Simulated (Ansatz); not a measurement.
Consider Cu in the fcc (Cu type) structure (space group Fm-3m, No. 225; a = 3.5638 Å; relaxed with 0.1 eV smearing). Axes: x, y, z lie along the cube axes.

Calculations: plane-wave PAW DFT at the PBEsol level (Ansatz, an electronic-structure program, 420 eV), spin-orbit coupling left out.

For the base:

* **Shortest interatomic distance**: 2.520 Å
* **Pressure**: 0.0 GPa

Modification: uniaxial strain ε_zz = −0.50 %, all other strain components held at zero, atoms relaxed at fixed cell.

Q: What happens to the energy relative to the base?

A: The energy hardly moves.

Q: What happens to the shortest interatomic distance?

A: The shortest interatomic distance shrinks by 0.006 Å, from 2.520 Å to 2.514 Å.

Q: How does this affect the pressure?

A: The pressure (mean of the normal stresses, compression positive) goes from zero to 0.8 GPa.

Stability against distortions was not tested. The final runs are not spin-polarised.
